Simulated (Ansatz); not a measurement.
System: Ge (Fd-3m, No. 227, 34 atoms in the cell; start mp-1198022). Method: LDA in Ansatz (PAW).

Numerical settings: plane-wave cutoff 520 eV, 4×4×4 k mesh, Fermi–Dirac smearing 0.01 eV, scalar-relativistic PAW data made under PBE.

Cell (relaxed at this level):

```xyz
34
Lattice="0.0000 7.5504 7.5504 7.5504 0.0000 7.5504 7.5504 7.5504 0.0000" Properties=species:S:1:pos:R:3 pbc="T T T"
Ge     7.5504     7.5504     7.5504
Ge    11.3256    11.3256    11.3256
Ge    12.7148     9.9364     9.9364
Ge     8.9396     8.9396     6.1612
Ge     9.9364    12.7148     9.9364
Ge     6.1612     6.1612     6.1612
Ge    12.7148    12.7148    12.7148
Ge     8.9396     6.1612     8.9396
Ge     9.9364     9.9364    12.7148
Ge     6.1612     8.9396     8.9396
Ge    15.0318    10.4570    10.4570
Ge     8.4190    11.2566     6.6818
Ge     7.6194    12.1942    10.4570
Ge     6.6818     3.8442     6.6818
Ge    15.0318    12.1942    12.1942
Ge     8.4190     3.8442     8.4190
Ge     7.6194    10.4570    12.1942
Ge     6.6818    11.2566     8.4190
Ge    10.4570    15.0318    10.4570
Ge     6.6818     8.4190    11.2566
Ge    10.4570     7.6194    12.1942
Ge     6.6818     6.6818     3.8442
Ge    12.1942    15.0318    12.1942
Ge     8.4190     8.4190     3.8442
Ge    12.1942     7.6194    10.4570
Ge     8.4190     6.6818    11.2566
Ge    10.4570    10.4570    15.0318
Ge    11.2566     6.6818     8.4190
Ge    12.1942    10.4570     7.6194
Ge     3.8442     6.6818     6.6818
Ge    12.1942    12.1942    15.0318
Ge     3.8442     8.4190     8.4190
Ge    10.4570    12.1942     7.6194
Ge    11.2566     8.4190     6.6818
```

Problem. Give the computed band gap and Γ–Γ gap.

Solution. 
- band gap: 0.73 eV (on the SCF k mesh)
- Γ–Γ gap: 1.27 eV

Note: the relaxation could not lower the start's symmetry, so the cell can be a saddle point above a distorted one.

Spin–orbit coupling is not included.

Computing time: roughly 10 core-minutes.

A start named mp-… is a Materials Project structure, which need not be a measured phase.

Ansatz is a program for electronic structure.
